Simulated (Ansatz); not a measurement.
LaTiO2N (Pmma, No. 51, 10 atoms in the cell; start mp-1178120) was calculated with PBEsol+SOC in Ansatz (PAW).

Run with plane-wave cutoff 520 eV, 6×8×6 k mesh (along the axes of the cell as run), Fermi–Dirac smearing 0.01 eV, PAW data made under PBE.

Cell (relaxed with PBEsol):

```
CELL_PARAMETERS angstrom
      5.58208     0.00000     0.00000
      0.00000     3.82657     0.00000
      0.00000     0.00000     5.64455
ATOMIC_POSITIONS crystal
  La 0.25000 0.00000 0.76883
  La 0.75000 0.00000 0.23117
  Ti 0.25000 0.50000 0.26930
  Ti 0.75000 0.50000 0.73070
  N  0.00000 0.50000 0.50000
  N  0.50000 0.50000 0.50000
  O  0.00000 0.50000 0.00000
  O  0.50000 0.50000 0.00000
  O  0.75000 0.00000 0.78257
  O  0.25000 0.00000 0.21743
```

### Question
What does this level give for the band gap?

### Answer

- band gap = 0.73 eV (on the SCF k mesh)

The computed numbers hold no vibrational or temperature effects.

Computing time: around 5 core-minutes (rough).

A start named mp-… is a Materials Project structure, which need not be a measured phase.

Ansatz is a program for electronic structure.
